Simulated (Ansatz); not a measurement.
**Si well of 9 atomic layers along [001] in random Si0.5Ge0.5, Ge share that oscillates in the well**

Prepared with LAMMPS with Tersoff's 1989 multicomponent potential (SiCGe.tersoff): minimisation. Geometry as solved with PBE, support functions at accuracy medium on the grid of 370 eV (Ansatz, a program for electronic structure).

```xyz
648
Lattice="16.85 0.00 0.00 0.00 16.85 0.00 0.00 0.00 50.04" Properties=species:S:1:pos:R:3 pbc="T T T"
Si    -0.01     0.00    -0.03
Ge     1.39     1.42     1.38
Si     2.83     2.80    -0.04
Ge     4.20     4.25     1.36
Si     2.80     0.03     2.80
Ge     4.18     1.43     4.21
Si    -0.01     2.83     2.81
Si     1.42     4.18     4.17
Ge     0.00     0.08     5.60
Si     1.42     1.45     7.03
Si     2.76     2.83     5.61
Ge     4.22     4.21     6.99
Si     2.81     0.08     8.41
Si     4.23     1.42     9.76
Si     0.05     2.82     8.41
Si     1.43     4.19     9.76
Ge     0.03     0.06    11.27
Si     1.45     1.45    12.63
Ge     2.85     2.83    11.19
Si     4.25     4.23    12.62
Ge     2.83     0.04    14.04
Si     4.22     1.44    15.44
Ge     0.02     2.84    14.02
Si     1.39     4.24    15.46
Si     0.01    -0.01    16.89
Si     1.39     1.39    18.23
Ge     2.80     2.82    16.83
Si     4.24     4.24    18.21
Si     2.80    -0.01    19.56
Si     4.22     1.40    20.90
Si     0.00     2.81    19.57
Si     1.41     4.20    20.91
Si     0.00     0.01    22.27
Si     1.41     1.40    23.61
Si     2.81     2.80    22.26
Si     4.21     4.21    23.61
Si     2.81     0.01    24.97
Si     4.20     1.42    26.33
Si     0.00     2.80    24.96
Si     1.41     4.20    26.30
Si    -0.02     0.01    27.65
Si     1.36     1.43    29.00
Si     2.79     2.81    27.67
Si     4.19     4.19    29.05
Ge     2.79     0.00    30.36
Ge     4.23     1.45    31.76
Si    -0.04     2.79    30.38
Ge     1.35     4.24    31.77
Si    -0.01     0.04    33.18
Ge     1.38     1.41    34.65
Ge     2.81     2.84    33.22
Si     4.24     4.24    34.57
Si     2.82     0.01    36.04
Si     4.17     1.40    37.41
Si    -0.04     2.84    36.04
Si     1.38     4.19    37.40
Ge    -0.02     0.03    38.82
Si     1.41     1.43    40.19
Si     2.75     2.78    38.76
Ge     4.16     4.18    40.17
Ge     2.79     0.02    41.61
Si     4.19     1.39    43.07
Ge     0.03     2.80    41.64
Si     1.44     4.18    43.04
Si     0.00     0.00    44.34
Ge     1.42     1.36    45.78
Si     2.82     2.80    44.40
Ge     4.22     4.23    45.80
Si     2.83    -0.01    47.23
Si     4.17     1.44    48.59
Ge    -0.02     2.76    47.24
Ge     1.44     4.22    48.61
Ge    -0.02     5.59     0.02
Ge     1.43     7.03     1.43
Si     2.83     8.44     0.00
Si     4.25     9.79     1.35
Si     2.80     5.58     2.82
Ge     4.25     7.01     4.18
Si    -0.02     8.38     2.81
Ge     1.40     9.78     4.18
Ge     0.01     5.60     5.55
Ge     1.47     7.00     6.99
Si     2.84     8.41     5.58
Ge     4.21     9.85     6.97
Si     2.82     5.59     8.43
Ge     4.20     6.99     9.88
Ge     0.02     8.41     8.41
Ge     1.44     9.84     9.85
Ge     0.01     5.55    11.19
Ge     1.42     7.03    12.61
Si     2.84     8.45    11.27
Si     4.22     9.78    12.69
Ge     2.85     5.60    14.06
Si     4.28     6.99    15.44
Ge    -0.04     8.43    14.03
Ge     1.45     9.84    15.41
Si     0.01     5.61    16.83
Si     1.40     7.00    18.21
Ge     2.86     8.39    16.83
Si     4.23     9.86    18.22
Si     2.81     5.61    19.56
Si     4.21     7.02    20.90
Si     0.01     8.41    19.58
Si     1.41     9.82    20.92
Si     0.00     5.60    22.26
Si     1.41     7.01    23.59
Si     2.82     8.42    22.26
Si     4.21     9.83    23.61
Si     2.81     5.61    24.95
Si     4.20     7.03    26.28
Si    -0.02     8.39    24.92
Ge     1.38     9.82    26.31
Si     0.01     5.59    27.66
Si     1.43     6.98    29.00
Si     2.82     8.39    27.67
Si     4.23     9.80    28.98
Si     2.81     5.62    30.39
Si     4.18     6.98    31.80
Ge     0.00     8.40    30.37
Ge     1.45     9.78    31.82
Si    -0.02     5.62    33.23
Si     1.41     7.00    34.55
Si     2.83     8.35    33.20
Ge     4.21     9.82    34.59
Ge     2.79     5.60    35.97
Ge     4.20     7.08    37.41
Ge     0.04     8.39    36.01
Si     1.44     9.83    37.40
Si     0.02     5.62    38.74
Ge     1.38     7.06    40.17
Si     2.80     8.49    38.80
Si     4.16     9.84    40.21
Ge     2.79     5.62    41.65
Si     4.20     7.03    43.06
Si     0.02     8.47    41.60
Si     1.45     9.80    42.97
Ge     0.05     5.60    44.42
Ge     1.45     7.07    45.85
Si     2.84     8.45    44.38
Si     4.25     9.78    45.77
Si     2.84     5.63    47.22
Ge     4.24     7.04    48.62
Si     0.02     8.45    47.26
Si     1.44     9.77    48.64
Ge     0.04    11.19    -0.02
Si     1.39    12.63     1.39
Ge     2.76    14.06     0.00
Ge     4.21    15.48     1.42
Ge     2.83    11.20     2.74
Ge     4.26    12.60     4.22
Ge    -0.03    14.04     2.76
Ge     1.41    15.47     4.18
Ge     0.01    11.27     5.60
Si     1.43    12.61     7.02
Ge     2.81    14.02     5.63
Ge     4.21    15.48     7.05
Si     2.80    11.24     8.39
Ge     4.20    12.61     9.81
Ge     0.05    14.01     8.41
Ge     1.46    15.48     9.83
Si    -0.01    11.20    11.25
Ge     1.44    12.61    12.60
Si     2.82    14.03    11.21
Ge     4.23    15.39    12.63
Si     2.88    11.23    14.03
Si     4.22    12.62    15.44
Ge     0.01    14.04    14.05
Ge     1.43    15.44    15.51
Ge     0.02    11.24    16.88
Si     1.45    12.67    18.23
Si     2.86    14.01    16.85
Si     4.20    15.42    18.22
Si     2.81    11.24    19.58
Si     4.21    12.65    20.93
Si     0.01    14.05    19.57
Si     1.40    15.46    20.92
Si     0.00    11.23    22.26
Si     1.40    12.64    23.60
Si     2.80    14.05    22.26
Si     4.20    15.45    23.61
Si     2.81    11.25    24.93
Si     4.20    12.63    26.28
Si     0.00    14.04    24.96
Si     1.40    15.45    26.31
Si    -0.03    11.27    27.68
Si     1.40    12.65    28.98
Si     2.81    14.04    27.64
Si     4.21    15.44    28.99
Ge     2.83    11.23    30.36
Ge     4.25    12.67    31.82
Ge    -0.04    14.03    30.38
Ge     1.39    15.43    31.85
Ge     0.00    11.25    33.19
Si     1.43    12.61    34.60
Si     2.78    14.01    33.24
Ge     4.19    15.41    34.63
Si     2.77    11.21    35.98
Ge     4.19    12.62    37.39
Ge     0.02    14.01    35.98
Ge     1.44    15.43    37.43
Ge     0.04    11.24    38.82
Si     1.42    12.65    40.25
Si     2.79    13.99    38.84
Ge     4.21    15.43    40.16
Si     2.79    11.22    41.59
Ge     4.22    12.60    43.01
Si     0.00    14.04    41.60
Si     1.35    15.45    42.97
Ge     0.02    11.22    44.35
Ge     1.44    12.62    45.82
Ge     2.80    14.10    44.39
Si     4.21    15.48    45.82
Ge     2.85    11.14    47.22
Ge     4.24    12.61    48.66
Ge     0.03    14.07    47.24
Si     1.41    15.51    48.63
Ge     5.61     0.08    -0.03
Si     7.02     1.43     1.40
Ge     8.45     2.83     0.01
Si     9.81     4.27     1.42
Ge     8.39     0.02     2.83
Si     9.80     1.44     4.19
Ge     5.65     2.85     2.80
Si     7.04     4.27     4.19
Ge     5.66     0.01     5.61
Si     7.02     1.44     7.02
Ge     8.42     2.86     5.62
Si     9.82     4.27     7.02
Ge     8.43     0.02     8.40
Si     9.82     1.44     9.82
Si     5.62     2.78     8.40
Ge     7.02     4.21     9.82
Ge     5.62    -0.02    11.16
Ge     7.06     1.39    12.61
Si     8.44     2.79    11.19
Ge     9.80     4.20    12.64
Si     8.44    -0.03    14.01
Ge     9.82     1.40    15.43
Ge     5.63     2.83    14.05
Si     7.04     4.24    15.46
Ge     5.60     0.03    16.84
Si     7.04     1.44    18.21
Si     8.40     2.83    16.83
Si     9.79     4.18    18.23
Si     8.43     0.01    19.56
Si     9.82     1.40    20.93
Si     5.62     2.82    19.56
Si     7.02     4.22    20.92
Si     5.62     0.00    22.25
Si     7.02     1.41    23.60
Si     8.42     2.82    22.26
Si     9.84     4.21    23.61
Si     8.46     0.04    24.93
Si     9.85     1.41    26.31
Si     5.62     2.80    24.96
Si     7.05     4.18    26.29
Si     5.60     0.04    27.70
Si     7.03     1.42    29.03
Si     8.43     2.79    27.66
Si     9.82     4.19    29.03
Si     8.46     0.03    30.36
Si     9.83     1.40    31.73
Si     5.65     2.85    30.38
Si     6.99     4.25    31.76
Ge     5.61    -0.01    33.19
Ge     7.05     1.39    34.61
Ge     8.42     2.83    33.12
Ge     9.88     4.22    34.57
Si     8.45    -0.02    35.99
Ge     9.85     1.42    37.36
Ge     5.59     2.82    36.02
Si     7.00     4.21    37.40
Si     5.57     0.00    38.74
Ge     6.98     1.33    40.20
Ge     8.39     2.81    38.79
Ge     9.83     4.21    40.24
Si     8.37    -0.05    41.63
Ge     9.81     1.39    42.96
Ge     5.57     2.78    41.63
Ge     6.99     4.30    43.00
Si     5.58    -0.01    44.43
Ge     6.99     1.38    45.86
Ge     8.40     2.83    44.41
Ge     9.81     4.28    45.83
Si     8.45     0.02    47.26
Si     9.81     1.41    48.62
Si     5.57     2.81    47.24
Ge     6.98     4.24    48.62
Si     5.64     5.67     0.02
Si     7.03     7.03     1.40
Si     8.39     8.40     0.01
Ge     9.80     9.80     1.40
Si     8.42     5.64     2.80
Si     9.84     6.99     4.16
Si     5.64     8.44     2.75
Si     7.01     9.84     4.15
Si     5.65     5.59     5.57
Ge     7.04     6.98     6.99
Ge     8.45     8.44     5.55
Si     9.80     9.87     6.99
Si     8.45     5.62     8.42
Si     9.78     7.01     9.82
Ge     5.61     8.40     8.41
Ge     7.07     9.81     9.83
Si     5.63     5.60    11.27
Si     7.00     7.00    12.64
Si     8.40     8.33    11.23
Ge     9.81     9.76    12.60
Si     8.37     5.61    14.03
Ge     9.78     7.04    15.42
Si     5.61     8.37    14.03
Ge     6.96     9.80    15.46
Si     5.65     5.61    16.83
Si     7.02     7.01    18.20
Si     8.40     8.42    16.86
Si     9.81     9.79    18.22
Si     8.41     5.61    19.56
Si     9.83     6.99    20.91
Si     5.60     8.40    19.53
Ge     7.02     9.82    20.91
Si     5.61     5.61    22.26
Si     7.01     7.00    23.61
Si     8.42     8.37    22.26
Ge     9.83     9.82    23.62
Si     8.43     5.60    24.96
Si     9.83     7.00    26.32
Si     5.62     8.42    24.94
Si     7.02     9.81    26.30
Ge     5.63     5.61    27.67
Si     7.08     7.02    29.05
Si     8.44     8.42    27.66
Si     9.84     9.82    28.98
Si     8.42     5.59    30.40
Ge     9.83     6.99    31.81
Ge     5.62     8.41    30.43
Si     7.00     9.85    31.83
Si     5.58     5.59    33.15
Ge     6.95     7.01    34.59
Ge     8.40     8.46    33.22
Si     9.80     9.85    34.63
Ge     8.42     5.61    36.02
Si     9.79     7.06    37.40
Si     5.63     8.46    36.02
Si     7.05     9.81    37.38
Ge     5.63     5.61    38.79
Ge     7.07     7.04    40.21
Si     8.43     8.44    38.76
Ge     9.82     9.83    40.20
Si     8.47     5.66    41.63
Si     9.86     7.02    43.00
Ge     5.56     8.43    41.62
Ge     7.02     9.87    43.02
Si     5.60     5.69    44.43
Si     7.00     7.02    45.83
Ge     8.45     8.40    44.43
Si     9.85     9.82    45.84
Si     8.37     5.66    47.21
Ge     9.81     7.03    48.63
Si     5.62     8.42    47.17
Ge     7.02     9.82    48.60
Si     5.64    11.21     0.03
Si     7.04    12.57     1.41
Ge     8.42    13.98     0.00
Ge     9.83    15.42     1.43
Si     8.41    11.24     2.82
Si     9.80    12.63     4.22
Ge     5.68    14.04     2.80
Si     7.06    15.42     4.25
Si     5.69    11.21     5.59
Si     7.06    12.60     6.97
Si     8.43    14.01     5.61
Si     9.78    15.43     6.97
Si     8.43    11.25     8.38
Si     9.77    12.63     9.79
Ge     5.68    14.01     8.40
Si     7.05    15.44     9.80
Ge     5.61    11.20    11.28
Si     6.98    12.65    12.66
Ge     8.41    14.04    11.24
Si     9.81    15.47    12.63
Ge     8.39    11.23    14.02
Ge     9.79    12.66    15.47
Si     5.61    13.99    14.06
Ge     7.03    15.42    15.42
Si     5.59    11.26    16.85
Si     7.01    12.64    18.20
Si     8.40    14.06    16.88
Si     9.83    15.45    18.21
Si     8.44    11.25    19.53
Si     9.83    12.65    20.90
Si     5.62    14.04    19.57
Si     7.02    15.45    20.90
Si     5.60    11.26    22.28
Si     7.01    12.65    23.62
Si     8.42    14.05    22.26
Si     9.83    15.45    23.60
Si     8.40    11.26    24.99
Si     9.84    12.65    26.31
Si     5.59    14.03    24.94
Ge     7.03    15.47    26.30
Si     5.58    11.20    27.61
Ge     6.99    12.65    28.99
Si     8.47    14.06    27.66
Si     9.85    15.46    29.02
Ge     8.42    11.20    30.40
Ge     9.87    12.66    31.78
Si     5.60    14.08    30.37
Ge     7.04    15.45    31.74
Si     5.65    11.24    33.21
Si     7.01    12.59    34.63
Ge     8.41    14.02    33.24
Si     9.80    15.47    34.60
Si     8.41    11.22    36.01
Si     9.79    12.60    37.41
Si     5.62    13.99    35.98
Ge     7.02    15.41    37.37
Ge     5.64    11.19    38.82
Si     7.07    12.62    40.20
Si     8.41    13.97    38.78
Ge     9.75    15.41    40.21
Si     8.41    11.24    41.58
Ge     9.82    12.58    43.04
Ge     5.68    14.03    41.60
Si     6.98    15.48    43.04
Si     5.61    11.22    44.46
Si     7.01    12.57    45.82
Ge     8.36    14.03    44.43
Ge     9.83    15.43    45.87
Si     8.43    11.20    47.17
Ge     9.85    12.57    48.58
Ge     5.62    14.03    47.18
Ge     7.04    15.46    48.61
Ge    11.23     0.03    -0.02
Si    12.68     1.41     1.39
Si    14.08     2.78     0.04
Si    15.44     4.17     1.42
Si    14.07     0.04     2.76
Si    15.42     1.45     4.16
Ge    11.21     2.80     2.77
Ge    12.62     4.23     4.24
Ge    11.17    -0.01     5.56
Ge    12.63     1.42     6.97
Si    14.05     2.79     5.57
Ge    15.44     4.18     7.01
Ge    14.01     0.00     8.45
Ge    15.44     1.48     9.84
Ge    11.22     2.86     8.43
Si    12.66     4.21     9.86
Ge    11.22     0.04    11.24
Si    12.65     1.44    12.65
Si    14.01     2.84    11.26
Si    15.43     4.20    12.61
Si    13.98     0.04    14.05
Ge    15.46     1.36    15.45
Si    11.23     2.79    14.01
Ge    12.62     4.19    15.41
Si    11.23     0.00    16.85
Si    12.61     1.38    18.24
Ge    14.04     2.80    16.88
Si    15.47     4.24    18.22
Si    14.04     0.00    19.58
Si    15.44     1.41    20.92
Si    11.22     2.80    19.58
Si    12.64     4.20    20.91
Si    11.24     0.00    22.26
Si    12.63     1.40    23.61
Si    14.04     2.80    22.27
Si    15.45     4.20    23.61
Si    14.04     0.00    24.96
Si    15.43     1.41    26.30
Si    11.24     2.81    24.96
Si    12.63     4.20    26.31
Si    11.25     0.01    27.66
Si    12.64     1.42    29.03
Si    14.04     2.81    27.66
Si    15.44     4.20    29.01
Si    14.03     0.03    30.40
Si    15.46     1.39    31.77
Si    11.21     2.78    30.38
Ge    12.62     4.21    31.77
Ge    11.23     0.01    33.18
Si    12.66     1.40    34.60
Ge    14.09     2.80    33.21
Si    15.48     4.23    34.62
Si    14.04     0.05    35.98
Si    15.43     1.41    37.36
Si    11.27     2.79    35.94
Ge    12.64     4.23    37.33
Ge    11.25     0.03    38.86
Si    12.66     1.41    40.27
Ge    14.03     2.77    38.79
Ge    15.48     4.23    40.17
Si    14.09     0.02    41.60
Si    15.43     1.38    43.01
Si    11.26     2.79    41.60
Ge    12.61     4.19    43.05
Ge    11.25     0.02    44.43
Si    12.65     1.45    45.80
Si    14.04     2.75    44.39
Ge    15.40     4.18    45.80
Ge    14.05     0.06    47.21
Si    15.44     1.40    48.69
Ge    11.23     2.80    47.23
Ge    12.63     4.20    48.72
Si    11.20     5.63     0.04
Si    12.60     7.04     1.36
Si    13.96     8.42    -0.03
Ge    15.42     9.76     1.39
Ge    14.03     5.64     2.75
Si    15.46     7.02     4.16
Si    11.21     8.36     2.77
Ge    12.55     9.79     4.21
Si    11.16     5.61     5.60
Ge    12.59     6.95     7.02
Ge    14.03     8.37     5.59
Ge    15.41     9.84     7.02
Si    14.00     5.55     8.43
Ge    15.39     6.98     9.80
Ge    11.17     8.45     8.42
Si    12.62     9.84     9.79
Ge    11.24     5.65    11.21
Si    12.61     7.05    12.65
Ge    14.00     8.46    11.23
Si    15.43     9.86    12.62
Ge    14.06     5.64    14.00
Si    15.48     6.99    15.46
Si    11.23     8.39    14.02
Ge    12.65     9.80    15.38
Ge    11.20     5.61    16.86
Si    12.63     7.01    18.25
Ge    14.07     8.38    16.86
Si    15.46     9.82    18.26
Si    14.05     5.61    19.58
Si    15.45     7.02    20.93
Si    11.22     8.42    19.58
Si    12.63     9.83    20.91
Si    11.24     5.60    22.26
Si    12.65     7.01    23.62
Si    14.03     8.43    22.26
Si    15.43     9.83    23.61
Si    14.04     5.60    24.96
Si    15.47     6.98    26.29
Si    11.26     8.40    24.99
Si    12.62     9.85    26.30
Si    11.22     5.59    27.67
Si    12.65     6.96    29.01
Ge    14.06     8.42    27.66
Si    15.44     9.87    29.05
Si    14.04     5.58    30.36
Ge    15.40     6.98    31.81
Ge    11.27     8.42    30.37
Si    12.67     9.81    31.79
Si    11.28     5.64    33.21
Si    12.66     7.02    34.57
Si    14.00     8.41    33.19
Ge    15.42     9.80    34.59
Si    14.07     5.65    35.95
Si    15.45     6.97    37.37
Ge    11.23     8.42    36.00
Si    12.61     9.84    37.42
Ge    11.20     5.66    38.77
Ge    12.61     7.08    40.23
Ge    14.09     8.44    38.78
Si    15.49     9.82    40.22
Ge    14.04     5.62    41.60
Ge    15.48     7.06    43.00
Si    11.21     8.45    41.66
Si    12.59     9.83    43.04
Si    11.22     5.66    44.41
Si    12.55     7.04    45.82
Ge    13.98     8.42    44.45
Ge    15.43     9.85    45.87
Ge    13.97     5.64    47.20
Ge    15.42     7.06    48.62
Si    11.22     8.45    47.22
Si    12.62     9.81    48.61
Si    11.23    11.16    -0.04
Ge    12.57    12.61     1.39
Ge    14.03    14.07     0.03
Si    15.45    15.51     1.38
Ge    14.03    11.22     2.83
Si    15.44    12.64     4.19
Si    11.19    13.99     2.82
Ge    12.64    15.44     4.12
Si    11.15    11.22     5.60
Ge    12.60    12.59     7.00
Ge    14.04    14.02     5.58
Ge    15.45    15.45     7.01
Si    13.99    11.20     8.43
Ge    15.43    12.58     9.82
Ge    11.18    14.07     8.42
Si    12.59    15.46     9.82
Ge    11.19    11.23    11.16
Ge    12.62    12.62    12.64
Ge    14.01    14.06    11.20
Ge    15.40    15.49    12.66
Si    14.05    11.20    13.99
Ge    15.40    12.61    15.43
Ge    11.22    14.11    14.06
Si    12.61    15.52    15.45
Ge    11.24    11.21    16.86
Si    12.63    12.64    18.25
Ge    14.00    14.09    16.84
Si    15.46    15.46    18.24
Si    14.05    11.23    19.57
Si    15.45    12.64    20.92
Si    11.23    14.05    19.57
Si    12.64    15.44    20.92
Si    11.25    11.26    22.24
Si    12.65    12.65    23.60
Si    14.05    14.05    22.26
Si    15.44    15.45    23.61
Si    14.04    11.24    24.96
Si    15.43    12.65    26.31
Si    11.23    14.04    24.95
Si    12.63    15.44    26.31
Si    11.24    11.25    27.66
Si    12.64    12.64    29.04
Si    14.02    14.05    27.67
Si    15.40    15.48    29.01
Si    14.02    11.23    30.42
Si    15.42    12.61    31.76
Si    11.26    14.08    30.37
Si    12.63    15.47    31.73
Ge    11.24    11.17    33.20
Ge    12.63    12.65    34.60
Ge    14.03    14.06    33.12
Ge    15.43    15.49    34.57
Ge    14.04    11.24    36.06
Si    15.49    12.63    37.42
Ge    11.17    14.05    36.01
Ge    12.67    15.48    37.40
Si    11.21    11.21    38.75
Ge    12.63    12.59    40.15
Ge    14.11    14.05    38.81
Si    15.46    15.46    40.26
Ge    14.05    11.19    41.62
Si    15.47    12.63    42.96
Ge    11.23    14.01    41.60
Ge    12.68    15.45    42.99
Si    11.23    11.19    44.46
Si    12.62    12.58    45.82
Ge    14.06    13.96    44.41
Ge    15.47    15.47    45.78
Si    13.98    11.23    47.24
Ge    15.41    12.62    48.63
Si    11.25    13.98    47.18
Ge    12.61    15.42    48.57
```
